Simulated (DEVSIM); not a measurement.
System: abrupt Ge n-p junction, at 300 K.

```
layer (left to right)  material  thickness (μm)  Nd (cm⁻³)  Na (cm⁻³)  τn (s)  τp (s)
---------------------  --------  --------------  ---------  ---------  ------  ------
1                            Ge           0.960     2.2e18          -  1.4e-7  1.4e-7
2                            Ge            1.10          -     4.8e13  1.4e-7  1.4e-7
```

Left contact: ohmic. Right contact: ohmic. Voltage is applied to the left contact. Recombination: SRH at mid-gap, radiative, Auger. Mobility is μmin + (μ − μmin)/(1 + (N/Nref)^α).

Constants are typed, rounded textbook-type inputs, not results; the design itself was drawn at random and stands for no fabricated device. Values at 300 K.

| parameter | Ge |
|---|---|
| gap (eV) | 0.664 |
| affinity (eV) | 4 |
| permittivity | 16 |
| Nc (cm⁻³) | 1.04e19 |
| Nv (cm⁻³) | 6e18 |
| μn (cm²/Vs) | 3900 |
| μp (cm²/Vs) | 1900 |
| μn,min | 150 |
| μp,min | 100 |
| Nref,n | 2.6e17 |
| Nref,p | 4e17 |
| αn | 0.56 |
| αp | 0.6 |
| B (cm³/s) | 6.4e-14 |
| Cn (cm⁶/s) | 1e-31 |
| Cp (cm⁶/s) | 1e-31 |

Simulated with DEVSIM: 1D drift-diffusion, Boltzmann statistics, complete ionisation; no tunnelling, impact ionisation, image-force lowering or self-heating.

Tabulate band edges, carrier densities and field at zero bias.

Energies count from the Fermi level of the right contact; mesh points crowd at the junctions.

```tsv
x (μm)	Ec (eV)	Ev (eV)	n (cm⁻³)	p (cm⁻³)	field (V/cm)
0.000	0.040	-0.624	2.2e18	2.0e8	≈ 0
0.01823	0.040	-0.624	2.2e18	2.0e8	≈ 0
0.04958	0.040	-0.624	2.2e18	2.0e8	≈ 0
0.09861	0.040	-0.624	2.2e18	2.0e8	≈ 0
0.2334	0.040	-0.624	2.2e18	2.0e8	≈ 0
0.4197	0.040	-0.624	2.2e18	2.0e8	≈ 0
0.6423	0.040	-0.624	2.2e18	2.0e8	≈ 0
0.8145	0.040	-0.624	2.2e18	2.0e8	≈ 0
0.8860	0.040	-0.624	2.2e18	2.0e8	≈ 0
0.9276	0.040	-0.624	2.2e18	2.0e8	≈ 0
0.9504	0.042	-0.622	2.1e18	2.1e8	5100
0.9720	0.116	-0.548	1.2e17	3.7e9	26000
0.9990	0.161	-0.503	2.1e16	2.1e10	11000
1.046	0.197	-0.467	5.1e15	8.5e10	5700
1.158	0.240	-0.424	9.6e14	4.5e11	2800
1.320	0.275	-0.389	2.5e14	1.7e12	1700
1.573	0.312	-0.352	6.0e13	7.3e12	1300
1.777	0.336	-0.328	2.4e13	1.8e13	1100
1.938	0.352	-0.312	1.3e13	3.5e13	1000
2.000	0.359	-0.305	9.9e12	4.4e13	1000
2.036	0.362	-0.302	8.6e12	5.1e13	990
2.060	0.364	-0.299	7.8e12	5.6e13	990
```
